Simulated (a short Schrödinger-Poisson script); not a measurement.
Stack: symmetric double-gate stack, SiO2 on p-type Si(111), at 300 K.

```tsv
layer	material	thickness (nm)	Na (cm⁻³)
1	SiO2	2.3	-
2	Si	6	3e16
3	SiO2	2.3	-
```

The device is made up for the run: typed textbook-type constants, with dimensions and the other settings drawn at random. SiO2: permittivity 3.9, conduction-band edge (eV) 3.15, gap (eV) 9, electron mass (mₑ) 0.5. Si: permittivity 11.7, conduction-band edge (eV) 0, gap (eV) 1.124, Nv at 300 K (cm⁻³) 3.1e19.

Channel valleys (confinement mass, in-plane density-of-states mass, number): Δ6 0.258, 0.358, 6. At the gates, both at one voltage, the conduction-band edge of layer 1 lies 3.56 eV − eVg above the Fermi level of the channel. Gaps are held at their typed values at every temperature. Mesh 0.03 nm at interfaces.

Solved with a short Schrödinger-Poisson script written for these runs: 1D Poisson equation in equilibrium, electrons classical, Boltzmann, parabolic valleys, classical holes, full ionisation, no traps, pinning or gate leakage.

The same stack at other levels of the model or other numerical settings:

| run | sheet density of all electrons at Vg = 1.9 V (cm⁻²) | sheet density of all electrons at Vg = 0.7 V (cm⁻²) | capacitance of both gates at Vg = 1.9 V (μF/cm²) | rough cost against the base |
|---|---|---|---|---|
| base | 2.64e13 | 5.42e12 | 2.89 | about 1 |
| electrons treated as classical, Fermi-Dirac | ___ | 5.34e12 | ___ | 4 |
| electrons treated as quantum, Hartree | 2.29e13 | 4.53e12 | ___ | 30 |
| mesh six times as coarse | 2.61e13 | 5.36e12 | 2.85 | about 1 |

Problem. Some entries are withheld; supply them.

Solution. 
- electrons treated as classical, Fermi-Dirac, capacitance of both gates at Vg = 1.9 V (μF/cm²): 2.76
- electrons treated as quantum, Hartree, capacitance of both gates at Vg = 1.9 V (μF/cm²): 2.57
- electrons treated as classical, Fermi-Dirac, sheet density of all electrons at Vg = 1.9 V (cm⁻²): 2.56e13

The classical rows ignore confinement, and Boltzmann statistics overrate the density once the band edge passes the Fermi level.
